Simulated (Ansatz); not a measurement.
SiC: pressure 45 GPa

The parent structure is SiC (space group P6_3mc, No. 186; a = 3.078 Å, c = 10.076 Å).

One thing is altered: a hydrostatic pressure of 45 GPa.

All numbers come from PBEsol (Ansatz, a quantum-chemistry and plane-wave program, PAW, scalar-relativistic without spin-orbit coupling), earlier PAW set. k-mesh 12×12×4 (Γ-centred); smearing 0.05 eV (Fermi–Dirac).

The density rises by 0.53 g/cm³ (3.22 g/cm³ → 3.75 g/cm³) and the lattice parameter a drops by 0.1505 Å (3.078 Å → 2.928 Å). The c/a ratio shrinks by 0.003 (3.273 → 3.270) and the shortest interatomic distance shrinks by 0.0927 Å, from 1.883 Å to 1.791 Å. The band gap increases by 0.02 eV, from 2.12 eV to 2.14 eV and the gap character remains indirect, Γ → M. The smallest direct gap increases by 0.05 eV, from 3.25 eV to 3.30 eV and the width of the top valence band goes up by 0.22 eV, from 2.47 eV to 2.69 eV. The valence-band top at Γ (three highest levels, from the VBM) becomes 0.00, 0.00, -0.04 eV (base: 0.00, 0.00, -0.05 eV) and the valley order (the lowest conduction-band minima on the path, energy above the VBM, named in the base's zone) comes out as M (1/2, 0, 0) 2.14 eV; H (1/3, 1/3, 1/2) 3.15 eV.

Final structure:

```xyz
8
Lattice="2.9276 0.0000 0.0000 -1.4638 2.5354 0.0000 0.0000 0.0000 9.5742" Properties=species:S:1:pos:R:3 pbc="T T T"
Si     0.0000     0.0000     0.0041
Si     0.0000     0.0000     4.7912
Si     1.4638     0.8451     7.1822
Si     0.0000     1.6902     2.3951
C      0.0000     0.0000     7.7822
C      0.0000     0.0000     2.9951
C      1.4638     0.8451     5.3827
C      0.0000     1.6902     0.5956
```

Cost of the whole job for the changed cell (relaxation, final SCF and bands): about 40 core-seconds (a rough figure).

Load acts through the strain it causes; cell and atoms are relaxed under it. Stability against distortions was not tested. No other phases were tried under pressure.
